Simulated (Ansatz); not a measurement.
Consider ZnGeP2 in the chalcopyrite structure (space group I-42d, No. 122; a = 5.424 Å, c = 10.709 Å).

All numbers come from PBEsol, PAW, 420 eV (Ansatz, a program for electronic structure; no spin-orbit coupling).

One change was made to it. Results:

| quantity | base | after |
|---|---|---|
| gap character | indirect, Γ → M–S (33 % along) | indirect, Γ → M–S (33 % along) |
| band gap | 1.07 eV | 0.99 eV |
| volume per atom | 19.69 Å³ | 18.76 Å³ |
| smallest direct gap | 1.24 eV | 1.13 eV |

**Question.** Name the change that was made.
A. pressure 22.5 GPa
B. pressure 4.5 GPa
C. pressure −1 GPa
D. pressure 15 GPa
E. pressure 0.9 GPa

**Answer.** B, pressure 4.5 GPa. For comparison, the band gap in the other runs: pressure 15 GPa gives 0.83 eV; pressure −1 GPa gives 1.09 eV; pressure 22.5 GPa gives 0.72 eV; pressure 0.9 GPa gives 1.05 eV.

Load acts through the strain it causes; cell and atoms are relaxed under it. No phonon test of stability was made. No other phases were tried under pressure.
